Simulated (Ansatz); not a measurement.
Consider an 8-atom supercell of GaP in the zinc blende structure (space group F-43m, No. 216; a = 5.439 Å) at its relaxed geometry.

Calculations: PBEsol, PAW, 420 eV (Ansatz, a quantum-chemistry and plane-wave program; no spin-orbit coupling), earlier PAW set.

One neutral defect a cell, atoms relaxed at fixed cell.

One change was made to it. Results:

```csv
quantity,base,after
largest displacement of a host atom from its site in the perfect cell,–,0.52 Å
pressure,0.0 GPa,-4.0 GPa
```

### Question
Which of these changes matches the shifts?
A. P on a Ga site (antisite)
B. Ag on a Ga site
C. P vacancy

### Answer
C, P vacancy. For comparison, the largest displacement of a host atom from its site in the perfect cell in the other runs: P on a Ga site (antisite) gives 0.01 Å; Ag on a Ga site gives 0.04 Å.

Other magnetic orders, which the real material may have, were not ruled out. The cell is small, so the values are those of an ordered compound at a high defect concentration; dilute-limit values will differ. The mesh was chosen for an insulator and is coarse for the gapless case. Seeded moments were not kept for P vacancy, P on a Ga site (antisite) and Ag on a Ga site.
